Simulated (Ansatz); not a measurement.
Output of an Ansatz run (abridged):

```
WARN ansatz: RAYON_NUM_THREADS=1 ignored (pool sized by the plan → 1); use --threads N
Pseudopotentials: kind: paw
Pseudopotential: Hg, paw, valence charge 20
Pseudopotential: Te, paw, valence charge 16
Crystal: 4 atoms, lattice volume = 120.310 Å³
Basis set: ecut = 420 eV, 2339 PW (Γ), exchange–correlation on 64×64×80 points (8 copies of the dense FFT grid, shifted against one another)
Bands: 44, of which v1, the nominal top of the filled ones, is band 36 counted from 1 (35 counted from 0)
Symmetry: 8 space group operations
Space group: Cmcm (ITA 63), of the structure as read, at distance tolerance 4.9e-5 Å
k-points: 64 of 294
PAW frozen core: Hg, regenerated for the run's functional, and the local potential with it
PAW frozen core: Te, regenerated for the run's functional, and the local potential with it
Initial density: superposition of atomic densities (neutral atoms: chi_scale 0, normalization atom), corrected by the library's trained network
Initial wavefunctions: pseudopotential atomic-orbital guess
Eigensolver: davidson
Functional: x = pbesol(κ = 0.804, μ = 0.12345679012345678), c = pbesol(β = 0.046)
SCF iter   1: F=—  HF=-41139.078016 eV  |F-HF|=—  |Δ(HF+E_count)|=         —  Δρ=2.88e-3  dr2=1.31e-2  ethr=1.77e-3  ⟨swp⟩=7.4  Hψ=11025  notcnv=0  defer=4
all-band conjugate gradients solve this SCF's bands
preconditioner: auto → LDOS
SCF iter   2: F=—  HF=-41139.075570 eV  |F-HF|=—  |Δ(HF+E_count)|=   2.45e-3  S|Δr|=    0.00e0  Δρ=2.16e-3  dr2=4.65e-3  ethr=1.81e-5  ⟨swp⟩=2.0  Hψ=5510  notcnv=0  defer=4
SCF iter   3: F=—  HF=-41139.073566 eV  |F-HF|=—  |Δ(HF+E_count)|=   2.00e-3  S|Δr|=    0.00e0  Δρ=4.97e-4  dr2=2.95e-4  ethr=6.46e-6  ⟨swp⟩=2.0  Hψ=4851  notcnv=0  defer=4
SCF iter   4: F=—  HF=-41139.073483 eV  |F-HF|=—  |Δ(HF+E_count)|=   8.33e-5  S|Δr|=    0.00e0  Δρ=8.00e-5  dr2=1.03e-5  ethr=4.09e-7  ⟨swp⟩=2.0  Hψ=4809  notcnv=0  defer=4
SCF iter   5: F=—  HF=-41139.073468 eV  |F-HF|=—  |Δ(HF+E_count)|=   1.51e-5  S|Δr|=    0.00e0  Δρ=1.47e-5  dr2=1.48e-7  ethr=1.43e-8  ⟨swp⟩=2.0  Hψ=4478  notcnv=0  defer=4
SCF iter   6: F=-41139.073468 eV  HF=-41139.073468 eV  |F-HF|=4.85e-9  |Δ(HF+E_count)|=   8.16e-8  S|Δr|=    0.00e0  Δρ=3.83e-6  dr2=1.75e-8  ethr=1.39e-10  ⟨swp⟩=10.2  Hψ=13185  notcnv=0
SCF 1 converged in 6 iterations: F = -41139.073468 eV  dr2 = 1.75e-8
SCF converged after 6 iterations
Stability not checked (fill_not_monotonic)
Free energy (F): -41139.073468 eV
Harris-Foulkes:  -41139.073468 eV  (|F-HF|=4.85e-9)
Internal energy: -41139.088447 eV  (E = F + TS)
E sigma→0 (E₀):  -41139.078461 eV
Entropy (-TS):   0.014980 eV (3.745 meV/atom)
Fermi energy:    9.957181 eV
--- Per-component energies (eV) ---
  E_band       = -1428.819443
  E_kinetic    = 1565.457232
  E_local      = -8411.207514  (includes V_loc(G=0)·N_el)
  E_nonlocal   = -462.729251
  E_hartree    = 4127.924104
  E_xc         = -682.390567
  E_vxc        = -728.750690  (∫ρ·V_xc dr)
  E_paw        = -28770.546035  (= ΣΔE_a)
  E_vpaw       = -1647.444478  (= ΣTr[D̂ρ^β])
  E_aug_tail   = 0.001455  (compensation charges beyond the density's cutoff)
  E_ewald      = -8507.004804
  E_core_change = 1.406933  (= ΣΔE_core)
  E_smearing   = 0.014980  (= −TS)
  E_closure    = -0.000000  (closes the sum)
  Σ components = -41139.073468   (vs F -41139.073468, Δ=0.00e0)
--- Forces (eV/Å), atoms counted from 1 ---
  atom   1  Hg    -0.00000000    -0.00089273     0.00000000
  atom   2  Hg     0.00000000     0.00089273     0.00000000
  atom   3  Te    -0.00000000     0.16891616    -0.00000000
  atom   4  Te     0.00000000    -0.16891616     0.00000000
  max |Σ_I F_I| component: 0.00e0 eV/Å
--- Stress (GPa, compression-positive) ---
       -3.898844      -0.000000       0.000000
       -0.000000      -2.978293       0.000000
        0.000000       0.000000      -3.401799
  P = ⅓ Tr σ = -3.4263 GPa (-34.263 kbar)
  The stress holds the Pulay correction. Without it, at fixed plane waves, as pw.x and ABINIT print it: P = -3.4572 GPa
--- Band table (eV; the first three rows and the last of 64) ---
  k-point 0: bands = ["-104.6068", "-104.6068", "-53.0204", "-53.0204", "-53.0070", "-53.0049", "-52.9786", "-52.9776", "-26.5698", "-26.5692", "-26.5684", "-26.5655", "-26.5195", "-26.5190", "-26.5163", "-26.5149", "-26.5025", "-26.5018", [...]
  k-point 1: bands = ["-104.6068", "-104.6068", "-53.0204", "-53.0204", "-53.0069", "-53.0051", "-52.9785", "-52.9776", "-26.5697", "-26.5692", "-26.5682", "-26.5657", "-26.5195", "-26.5190", "-26.5162", "-26.5150", "-26.5025", "-26.5019", [...]
  k-point 2: bands = ["-104.6068", "-104.6068", "-53.0204", "-53.0204", "-53.0065", "-53.0055", "-52.9783", "-52.9778", "-26.5695", "-26.5692", "-26.5676", "-26.5662", "-26.5194", "-26.5191", "-26.5160", "-26.5153", "-26.5023", "-26.5020", [...]
  k-point 63: bands = ["-104.6068", "-104.6068", "-53.0204", "-53.0204", "-53.0060", "-53.0060", "-52.9781", "-52.9781", "-26.5692", "-26.5692", "-26.5670", "-26.5670", "-26.5184", "-26.5184", "-26.5158", "-26.5158", "-26.5022", "-26.5022", [...]
```

The structure:

```xyz
4
Lattice="2.9925 -3.4669 0.0000 2.9925 3.4669 0.0000 0.0000 0.0000 5.7982" Properties=species:S:1:pos:R:3 pbc="T T T"
Hg     2.9925     1.0883     4.3486
Hg     2.9925    -1.0883     1.4495
Te     2.9925    -1.9748     4.3486
Te     2.9925     1.9748     1.4495
```

Q: Write an input that gives this output.

A: Other spellings and defaults could give the same log, and not every line can be read from it. The input that was run (DFT, PBEsol, plane waves, default PAW files made with PBE):

Ansatz 0.2 input:
```yaml
crystal:
  lattice:
    - [2.992520, -3.466930, 0.000000]
    - [2.992520, 3.466930, 0.000000]
    - [0.000000, 0.000000, 5.798160]
  atoms:
    - { symbol: Hg, position: [0.343050, 0.656950, 0.750000] }
    - { symbol: Hg, position: [0.656950, 0.343050, 0.250000] }
    - { symbol: Te, position: [0.784810, 0.215190, 0.750000] }
    - { symbol: Te, position: [0.215190, 0.784810, 0.250000] }
basis:
  ecutwfc: 420.0
kpoints:
  mp_grid: { grid: [7, 7, 6] }
hamiltonian:
  xc: pbesol
  pseudopotentials: { kind: paw }
scf:
  occupations: { method: cold, width: 0.2 }
output:
  forces: true
  eigenvalues: true
  stress: true
```

The starting cell comes from a database of computed structures (which also holds hypothetical and non-ambient phases and stackings), without a prior relaxation at this level. Spin-orbit coupling is off. With a pressure of about -3 GPa the cell is away from its equilibrium volume at this level. Ansatz's pressure includes its estimate of the finite-basis (Pulay) stress. The run gives no clean gap (levels at the Fermi energy touch, overlap or are partly filled at this smearing), which alone does not show that the compound is a metal.

Ansatz is an electronic-structure program.
